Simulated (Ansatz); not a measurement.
Levels about the gap of amorphous Si18O26C12H24 (80 atoms in a cell of 1209 Å³, 1.50 g/cm³; zone centre alone, so wide bands show as single levels with stretches between that a denser mesh fills), at the geometry that PBE relaxed, where it gives 0.0 GPa on a denser mesh. Exact exchange is cut at the faces of this small cell, which leaves a finite-size error. The participation number counts the atoms over which a state spreads; weights are charges in smoothed Voronoi cells. The levels come from a single point, so bond lengths are those of that geometry. Method of the levels: HSE06, scalar-relativistic without spin-orbit coupling (Ansatz, an electronic-structure program). Sampling: the zone centre alone; Fermi-Dirac width 0.01 eV; collinear spin, started from moments on atoms (the moments died out). At PBE the levels at both edges of the gap are localised (band-tail or defect states), and the nearest spread-out levels lie 3.2 eV apart at the zone centre.

A CHGNet melt-quench gave the starting glass, which DFT then relaxed. O atoms were pushed apart under 1.9 Å during the dynamics, to hinder bonds among them. The hot cell started wider than the set density and was brought back towards it in steps. It is the lowest in DFT energy of 2 quenches. It is a model cell: composition and starting density were chosen by hand, and all elements were melted together. No dispersion term was used. Its density started from a set value of 1.50 and ended at 1.50 g/cm³. The quench (nominally 340 K/ps over its main leg) was far faster than any real one, so the model tends to hold more defects than a real film. One small periodic cell is one sample of the glass; other quenches scatter about these values. Volume and shape were free in the relaxation.

| E - E(highest filled), eV | filling | spin | participation number | largest on | weight C | weight Si | weight O | weight H |
|---|---|---|---|---|---|---|---|---|
| -1.28 | filled | dn | 4.4 | C, 3 neighbours | 0.62 | 0.18 | 0.12 | 0.07 |
| -0.73 | filled | dn | 3.2 | Si, 2 neighbours | 0.10 | 0.61 | 0.04 | 0.25 |
| -0.73 | filled | up | 3.2 | Si, 2 neighbours | 0.10 | 0.61 | 0.04 | 0.25 |
| -0.62 | filled | dn | 4.3 | C, 3 neighbours | 0.60 | 0.15 | 0.23 | 0.02 |
| -0.62 | filled | up | 4.3 | C, 3 neighbours | 0.60 | 0.15 | 0.23 | 0.02 |
| 0.00 | filled | dn | 4.7 | Si, 3 neighbours | 0.09 | 0.55 | 0.14 | 0.21 |
| 0.00 | filled | up | 4.7 | Si, 3 neighbours | 0.09 | 0.55 | 0.14 | 0.21 |
| 2.04 | empty | up | 3.2 | C, 2 neighbours | 0.52 | 0.09 | 0.37 | 0.02 |
| 2.04 | empty | dn | 3.2 | C, 2 neighbours | 0.52 | 0.09 | 0.37 | 0.02 |
| 2.09 | empty | up | 3.9 | C, 2 neighbours | 0.63 | 0.07 | 0.26 | 0.04 |
| 2.09 | empty | dn | 3.9 | C, 2 neighbours | 0.63 | 0.07 | 0.26 | 0.04 |
| 2.53 | empty | dn | 7.3 | Si, 3 neighbours | 0.18 | 0.46 | 0.11 | 0.25 |
| 2.53 | empty | up | 7.3 | Si, 3 neighbours | 0.18 | 0.46 | 0.11 | 0.25 |
| 2.64 | empty | dn | 10.4 | Si, 2 neighbours | 0.09 | 0.47 | 0.10 | 0.34 |

Most localised among these is the empty level at +2.04 eV, on a C atom, which has 2 neighbours (O 1.15 Å, Si 1.95 Å).
